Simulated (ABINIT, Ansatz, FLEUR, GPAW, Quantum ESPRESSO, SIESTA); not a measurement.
Code comparison for Be3Rh (P6_3/mmc, 8 atoms in the cell)

Self-consistent single point.

```
CELL_PARAMETERS angstrom
      4.79878     0.00000     0.00000
     -2.39939     4.15587     0.00000
      0.00000     0.00000     3.73551
ATOMIC_POSITIONS crystal
  Be 0.16015 0.32031 0.25000
  Be 0.83984 0.67969 0.75000
  Be 0.83984 0.16015 0.75000
  Be 0.16015 0.83984 0.25000
  Be 0.67969 0.83984 0.25000
  Be 0.32031 0.16015 0.75000
  Rh 0.33333 0.66667 0.75000
  Rh 0.66667 0.33333 0.25000
```

All programs got the same cell, k-point mesh and kind of occupations (in Ansatz's words: kpoints.mp_grid.grid = 11 11 12; scf.occupations.method = fermi_dirac; scf.occupations.width = 0.1 eV); potentials, basis and cutoffs are each program's usual ones.

| code | model | pressure (GPa) | largest force (eV/Å) | k-points | cutoff |
|---|---|---|---|---|---|
| ABINIT | LDA (PW92), norm-conserving pseudopotentials (PseudoDojo nc-sr-04 LDA standard) | -6.21 | 0.088 | 112 | 88 Ry |
| Quantum ESPRESSO | LDA (PZ), GBRV 1.5 ultrasoft (LDA) pseudopotentials | -7.27 | 0.083 | 112 | 40 Ry |
| Ansatz | LDA (PW92), PAW files made with PBE | -6.38 | 0.087 | 112 | default |
| GPAW | LDA (Perdew-Wang 92), GPAW PAW datasets LDA (gpaw-data 1.0.1) | -4.52 | 0.065 | 112 | 800 eV |
| FLEUR | LDA (Perdew-Zunger), all-electron FLAPW (FLEUR), scalar-relativistic valence | – | 0.095 | 112 | Kmax 4 1/bohr |
| SIESTA | LDA PW92, numerical atomic orbitals DZP, PseudoDojo LDA standard norm-conserving potentials (rewritten from UPF to PSML) | -12.91 | 0.157 | 732 | grid 300 Ry |

A dash marks a value that a program does not give, or that is left out as unsure.

The spread over the programs that give each value: pressure within 8.39 GPa; largest force within 0.092 eV/Å.

The starting cell comes from a database of computed structures (which also holds hypothetical and non-ambient phases and stackings), without a prior relaxation at this level. Its lattice was rescaled by a random factor within 2.5 % of one. On Ansatz's run: Spin polarisation is off. In the base run, with a pressure of about -6 GPa the cell is away from its equilibrium volume at this level.

Problem. Why do the programs differ, and what cannot be compared?

Solution. Differences of this kind can come from the potentials, where these differ, and from what each basis and cutoff leave unconverged. The valence holds different numbers of electrons (ABINIT 58, Quantum ESPRESSO 54, Ansatz (a quantum-chemistry and plane-wave program) 46, GPAW 42, FLEUR 42, SIESTA 58). The zero of total energies and Fermi levels follows the potentials and each program's conventions, so they are not compared here. SIESTA uses small atom-centred bases, whose incompleteness enters pressures, forces and empty levels differently from a plane-wave cutoff. FLEUR treats all electrons, but the usual bases taken here (sphere radii, linearisation, local orbitals, empty states) were not tested for convergence, so the values are no reference for the others. Ansatz's pressure is given at a fixed set of plane waves, as the other plane-wave codes print theirs; with its correction for the finite basis it is -6.34 GPa. The same LDA comes in different parametrisations, which differ slightly. The programs reduce the same mesh by symmetry to different extents, which changes the work and not the result. In the pressure, GPAW (by 1.78) and SIESTA (by 6.62) lie more than 1 GPa from the median of the plane-wave programs.

Keys are those of Ansatz 0.2.
